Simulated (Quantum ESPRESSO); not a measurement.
A self-consistent single point of NbAs (I4_1md, 4 atoms in the cell) with Quantum ESPRESSO.

Computed with LDA (PZ), GBRV 1.5 ultrasoft (LDA) pseudopotentials (plane waves; Quantum ESPRESSO).

```
CELL_PARAMETERS angstrom
      1.70848    -1.70848     5.82059
      1.70848     1.70848     5.82059
     -1.70848    -1.70848     5.82059
ATOMIC_POSITIONS crystal
  Nb 0.00000 0.74972 0.74972
  Nb 0.50000 0.99972 0.49972
  As 0.00000 0.16728 0.16728
  As 0.50000 0.41728 0.91728
```

Reference input (self-consistent single point, DFT, PBE, plane waves, GBRV 1.5 ultrasoft (PBE) pseudopotentials): ecutwfc = 40 Ry; ecutrho = 320 Ry; occupations = smearing; smearing = gaussian; degauss = 0.0073499 Ry; potentials = {Nb: nb_pbe_v1.uspp.F.UPF, As: as_pbe_v1.uspp.F.UPF}; K_POINTS = automatic 8 8 8 0 0 0; conv_thr = 1e-10 Ry; mixing_beta = 0.3. This run's input differs from it in these lines:

```diff
@@ -25,4 +25,4 @@
 ATOMIC_SPECIES
-Nb    92.9064  nb_pbe_v1.uspp.F.UPF
-As    74.9216  as_pbe_v1.uspp.F.UPF
+Nb    92.9064  nb_lda_v1.uspp.F.UPF
+As    74.9216  as_lda_v1.uspp.F.UPF
 ATOMIC_POSITIONS {crystal}
```

Output (repeated stretches shortened):

```
     Self-consistent Calculation

     iteration #  1     ecut=    40.00 Ry     beta= 0.30

     total energy              =    -315.96136812 Ry
     estimated scf accuracy    <       0.42463703 Ry

     iteration #  2     ecut=    40.00 Ry     beta= 0.30

     total energy              =    -316.00666889 Ry
     estimated scf accuracy    <       0.03989223 Ry

     iteration #  3     ecut=    40.00 Ry     beta= 0.30

     total energy              =    -316.01162454 Ry
     estimated scf accuracy    <       0.01555576 Ry

   [... 8 blocks of this kind left out ...]

     iteration # 12     ecut=    40.00 Ry     beta= 0.30

     total energy              =    -316.01746731 Ry
     estimated scf accuracy    <          2.7E-09 Ry

     iteration # 13     ecut=    40.00 Ry     beta= 0.30
     End of self-consistent calculation

     the Fermi energy is    14.5787 ev

!    total energy              =    -316.01746731 Ry
     estimated scf accuracy    <          5.5E-11 Ry
     smearing contrib. (-TS)   =      -0.00039578 Ry
     internal energy E=F+TS    =    -316.01707152 Ry

     convergence has been achieved in  13 iterations

     Forces acting on atoms (cartesian axes, Ry/au):

     atom    1 type  1   force =     0.00000000   -0.00000000   -0.00189550
     atom    2 type  1   force =     0.00000000    0.00000000   -0.00189550
     atom    3 type  2   force =     0.00000000    0.00000000    0.00189550
     atom    4 type  2   force =     0.00000000   -0.00000000    0.00189550

     Total force =     0.003791     Total SCF correction =     0.000001

          total   stress  (Ry/bohr**3)                   (kbar)     P=       -7.11
  -0.00002735  -0.00000000   0.00000000           -4.02       -0.00        0.00
  -0.00000000  -0.00002735   0.00000000           -0.00       -4.02        0.00
  -0.00000000   0.00000000  -0.00009035           -0.00        0.00      -13.29

   JOB DONE.
```

The run converged in 13 iterations. Against the reference run the pressure goes from 8.33 to -0.71 GPa and the largest force goes from 0.057 to 0.049 eV/Å.

The starting cell comes from a database of computed structures (which also holds hypothetical and non-ambient phases and stackings), without a prior relaxation at this level. Its lattice was rescaled by a random factor within 2.5 % of one. Spin polarisation is off.

Cost on one core of a shared machine: roughly 2 min.
